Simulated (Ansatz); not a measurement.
# A computed series for AlN: response to strain

Base system: AlN in the wurtzite structure (space group P6_3mc, No. 186; a = 3.130 Å, c = 5.018 Å). Axes: x lies along a and z along c of the hexagonal cell.

Strains are applied to the cell and any free atomic positions relax; under biaxial strain the out-of-plane vector relaxes too.

Level of theory: Ansatz (a program for electronic structure) PBE, no spin-orbit coupling.

Notes on the quantities. pressure: mean of the normal stresses, compression positive.

```json
[
 {"change": "base", "band gap": "4.03 eV", "ratio −ε⊥/ε∥": "–", "pressure": "0.00 GPa"},
 {"change": "biaxial strain −2.49 %, plane normal [001], relaxed out of plane", "band gap": "4.39 eV", "ratio −ε⊥/ε∥": "0.53", "pressure": "8.17 GPa"},
 {"change": "biaxial strain −2.28 %, plane normal [001], relaxed out of plane", "band gap": "4.38 eV", "ratio −ε⊥/ε∥": "0.53", "pressure": "7.42 GPa"},
 {"change": "biaxial strain +4.19 %, plane normal [001], relaxed out of plane", "band gap": "…", "ratio −ε⊥/ε∥": "…", "pressure": "…"},
 {"change": "isotropic strain −2.01 %", "band gap": "4.57 eV", "ratio −ε⊥/ε∥": "–", "pressure": "13.26 GPa"}
]
```

Complete the table.


- biaxial strain +4.19 %, plane normal [001], relaxed out of plane, band gap: 3.22 eV
- biaxial strain +4.19 %, plane normal [001], relaxed out of plane, ratio −ε⊥/ε∥: 0.63
- biaxial strain +4.19 %, plane normal [001], relaxed out of plane, pressure: -10.37 GPa

Stability against distortions was not tested.
